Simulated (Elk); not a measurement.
Input and output of a self-consistent single point for Ba₃Sr (Fm-3m, 4 atoms in the cell) (Elk).

Method of the run: PBEsol, all-electron FP-LAPW, Elk's shipped species files, default APW+lo basis (Elk 10.2.4).

```xyz
4
Lattice="0.0000 5.0700 5.0700 5.0700 0.0000 5.0700 5.0700 5.0700 0.0000" Properties=species:S:1:pos:R:3 pbc="T T T"
Ba     2.5350     2.5350     2.5350
Ba     7.6049     7.6049     7.6049
Ba     5.0700     5.0700     5.0700
Sr     0.0000     0.0000     0.0000
```

Reference input (self-consistent single point, DFT, PBEsol, all-electron FP-LAPW, Elk's shipped species files, default APW+lo basis): xctype = 22; swidth = 0.00367493 Ha; ngridk = 7 7 7; maxscl = 100. This run's input differs from it in these lines:

```diff
@@ -35,3 +35,3 @@
 ngridk
-  7 7 7
+  4 4 4
```

Output (repeated stretches shortened):

```
│ Self-consistent loop started │
│ Loop number : 1 │
 total energy                :     -27593.9977261
│ Loop number : 2 │
 total energy                :     -27593.9632459
RMS change in Kohn-Sham potential (target) :   0.7413196617E-01 (  0.1000000000E-05)
Absolute change in total energy (target)   :   0.3448021887E-01 (  0.1000000000E-03)
│ Loop number : 3 │
 total energy                :     -27593.4318189
RMS change in Kohn-Sham potential (target) :   0.6770118179E-01 (  0.1000000000E-05)
Absolute change in total energy (target)   :   0.5400470775     (  0.1000000000E-03)
│ Loop number : 4 │
   [... lines left out ...]
Absolute change in total energy (target)   :   0.1409673485E-02 (  0.1000000000E-03)
│ Loop number : 13 │
 total energy                :     -27586.6048258
RMS change in Kohn-Sham potential (target) :   0.6615880422E-07 (  0.1000000000E-05)
Absolute change in total energy (target)   :   0.3446860537E-03 (  0.1000000000E-03)
│ Loop number : 14 │
 total energy                :     -27586.6048275
RMS change in Kohn-Sham potential (target) :   0.2467530112E-07 (  0.1000000000E-05)
Absolute change in total energy (target)   :   0.8444444393E-04 (  0.1000000000E-03)
Convergence targets achieved

│ Loop number : 15 │

Energies :
 Fermi                       :     0.128522896171
 total energy                :     -27586.6048282

Density of states at Fermi energy :    143.0894171
 (states/Hartree/unit cell)

Estimated indirect band gap :   0.3325361046E-02
 from k-point      4 to k-point      6
Estimated direct band gap   :   0.6388957904E-02
 at k-point      6

Charges :
 core                        :    136.0000000
 valence                     :    70.00000000
 interstitial                :    9.283245156
 muffin-tins (core leakage)
  species :    1 (Ba)
   atom    1                 :    53.61155460     (  0.5325825107E-05)
   atom    2                 :    53.61155460     (  0.5325825107E-05)
   atom    3                 :    53.61551532     (  0.5326824649E-05)
  species :    2 (Sr)
   atom    1                 :    35.87813033     (  0.2873294974E-04)
 total in muffin-tins        :    196.7167548
 total calculated charge     :    205.9989705
 total charge                :    206.0000000
 error                       :   0.1029513593E-02

│ Self-consistent loop stopped │
```

The run converged in 15 iterations. The count includes the last loop, which Elk runs after its targets are met. Against the reference run the free energy falls by 2.8 meV/atom.

The starting cell comes from a database of computed structures (which also holds hypothetical and non-ambient phases and stackings), without a prior relaxation at this level. Its lattice was rescaled by a random factor within 2.5 % of one. Values depend on the basis (sphere radii, cutoffs, local orbitals), which need not be converged. The log's line on a gap gives a spacing of levels on this mesh, which the program prints for metals too.
